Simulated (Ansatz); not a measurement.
**A self-consistent single point of Ge (Imma, 2 atoms in the cell) with Ansatz (a first-principles code)**

Method: LDA (PW92), default PAW files made with PBE (plane waves; Ansatz).

The input file:

Ansatz 0.2 input:
```yaml
# Ge
crystal:
  lattice:
    - [-2.508379, 2.664119, 1.444130]
    - [2.508379, -2.664119, 1.444130]
    - [2.508379, 2.664119, -1.444130]
  atoms:
    - { symbol: Ge, position_ang: [2.508379, -1.332060, 1.259108] }
    - { symbol: Ge, position_ang: [0.000000, 3.996179, 0.185022] }
basis:
  ecutwfc: 420.0
kpoints:
  mp_grid: { grid: [13, 13, 13] }
hamiltonian:
  xc: lda
  pseudopotentials: { kind: paw }
scf:
  occupations: { method: fermi_dirac, width: 0.1 }
output:
  forces: true
  eigenvalues: true
  stress: true
```

Output (repeated stretches shortened):

```
WARN the atoms were moved onto the symmetric positions of the space group found under crystal.symmetry.tolerance 1.0e-5 (fractional …
WARN ansatz: RAYON_NUM_THREADS=1 ignored (pool sized by the plan → 1); use --threads N
Pseudopotentials: kind: paw
Pseudopotential: Ge, paw, valence charge 14
Crystal: 2 atoms, lattice volume = 38.602 Å³
Basis set: ecut = 420 eV, 765 PW (Γ)
Bands: 18, of which v1, the nominal top of the filled ones, is band 14 counted from 1 (13 counted from 0)
Symmetry: 8 space group operations
Space group: Imma (ITA 74), of the structure as read, at distance tolerance 3.4e-5 Å
k-points: 343 of 2197
PAW frozen core: Ge, regenerated for the run's functional, and the local potential with it
Initial density: superposition of atomic densities (neutral atoms: chi_scale 0, normalization atom), corrected by the library's trained network
Initial wavefunctions: pseudopotential atomic-orbital guess
Eigensolver: davidson
Functional: x = slater, c = lda
SCF iter   1: F=—  HF=-8431.033265 eV  |F-HF|=—  |Δ(HF+E_count)|=         —  Δρ=5.37e-3  dr2=4.88e-3  ethr=1.77e-3  ⟨swp⟩=5.1  Hψ=25317  notcnv=0
all-band conjugate gradients solve this SCF's bands
preconditioner: auto → Kerker (q_TF=auto, 2.586 Å⁻¹)
SCF iter   2: F=—  HF=-8431.031020 eV  |F-HF|=—  |Δ(HF+E_count)|=   2.24e-3  Δρ=2.99e-3  dr2=2.08e-3  ethr=1.74e-5  ⟨swp⟩=2.9  Hψ=13636  notcnv=0
SCF iter   3: F=—  HF=-8431.030389 eV  |F-HF|=—  |Δ(HF+E_count)|=   6.31e-4  Δρ=8.01e-4  dr2=1.93e-4  ethr=7.44e-6  ⟨swp⟩=1.4  Hψ=6517  notcnv=0
SCF iter   4: F=—  HF=-8431.030289 eV  |F-HF|=—  |Δ(HF+E_count)|=   9.97e-5  Δρ=2.36e-4  dr2=1.33e-5  ethr=6.89e-7  ⟨swp⟩=2.0  Hψ=10558  notcnv=0
SCF iter   5: F=—  HF=-8431.030283 eV  |F-HF|=—  |Δ(HF+E_count)|=   5.88e-6  Δρ=6.05e-5  dr2=6.33e-7  ethr=4.77e-8  ⟨swp⟩=2.0  Hψ=10993  notcnv=0
SCF iter   6: F=-8431.030283 eV  HF=-8431.030283 eV  |F-HF|=2.25e-8  |Δ(HF+E_count)|=   4.58e-7  Δρ=1.15e-5  dr2=5.19e-8  ethr=3.57e-10  ⟨swp⟩=5.0  Hψ=27517  notcnv=0
SCF 1 converged in 6 iterations: F = -8431.030283 eV  dr2 = 5.19e-8
SCF converged after 6 iterations
Free energy (F): -8431.030283 eV
Harris-Foulkes:  -8431.030283 eV  (|F-HF|=2.25e-8)
Internal energy: -8431.004278 eV  (E = F + TS)
E sigma→0 (E₀):  -8431.017280 eV
Entropy (-TS):   -0.026005 eV (-13.003 meV/atom)
Fermi energy:    10.223295 eV
--- Per-component energies (eV) ---
  E_band       = -248.596004
  E_kinetic    = 221.949743
  E_local      = -4363.226981  (includes V_loc(G=0)·N_el)
  E_nonlocal   = 837.977853
  E_hartree    = 1904.646892
  E_xc         = -150.505078
  E_vxc        = -130.232613  (∫ρ·V_xc dr)
  E_paw        = -3877.383855  (= ΣΔE_a)
  E_vpaw       = -624.353108  (= ΣTr[D̂ρ^β])
  E_aug_tail   = 0.000694  (compensation charges beyond the density's cutoff)
  E_ewald      = -3008.280199
  E_core_change = 3.816652  (= ΣΔE_core)
  E_smearing   = -0.026005  (= −TS)
  E_closure    = 0.000000  (closes the sum)
  Σ components = -8431.030283   (vs F -8431.030283, Δ=0.00e0)
--- Forces (eV/Å), atoms counted from 1 ---
  atom   1  Ge     0.00000000     0.00000000    -0.06198535
  atom   2  Ge     0.00000000     0.00000000     0.06198535
  max |Σ_I F_I| component: 6.94e-18 eV/Å
--- Stress (GPa, compression-positive) ---
       -4.732911       0.000000       0.000000
        0.000000      -5.915140       0.000000
        0.000000       0.000000      -4.701215
  P = ⅓ Tr σ = -5.1164 GPa (-51.164 kbar)
  The stress holds the Pulay correction. Without it, at fixed plane waves, as pw.x and ABINIT print it: P = -5.1473 GPa
--- Band table (eV; the first three rows and the last of 343) ---
  k-point 0: bands = ["-14.5507", "-14.4753", "-14.4743", "-14.4717", "-14.4397", "-14.4041", "-14.3475", "-14.3440", "-14.3180", "-14.2522", "-2.7320", "6.2537", "7.9650", "8.4009", "13.8325", "17.0489", "17.2281", "17.9209"]
  k-point 1: bands = ["-14.5473", "-14.4773", "-14.4750", "-14.4692", "-14.4367", "-14.4028", "-14.3479", "-14.3452", "-14.3197", "-14.2560", "-2.6675", "5.6784", "8.2081", "8.6539", "14.1651", "16.4704", "17.2381", "17.8465"]
  k-point 2: bands = ["-14.5374", "-14.4817", "-14.4770", "-14.4618", "-14.4295", "-14.3988", "-14.3492", "-14.3487", "-14.3249", "-14.2668", "-2.4742", "4.6082", "8.4704", "9.2744", "15.1116", "15.4462", "16.7909", "17.5179"]
  k-point 342: bands = ["-14.5254", "-14.4674", "-14.4379", "-14.4159", "-14.3917", "-14.3865", "-14.3755", "-14.3642", "-14.3511", "-14.3497", "1.1941", "1.7661", "4.5933", "5.1159", "14.5935", "17.0742", "20.5614", "20.8687"]
```

The run converged in 6 iterations.

The starting cell comes from a database of computed structures (which also holds hypothetical and non-ambient phases and stackings), without a prior relaxation at this level. Its lattice was rescaled by up to half a per cent. With a pressure of about -5 GPa the cell is away from its equilibrium volume at this level. Ansatz's pressure includes its estimate of the finite-basis (Pulay) stress.
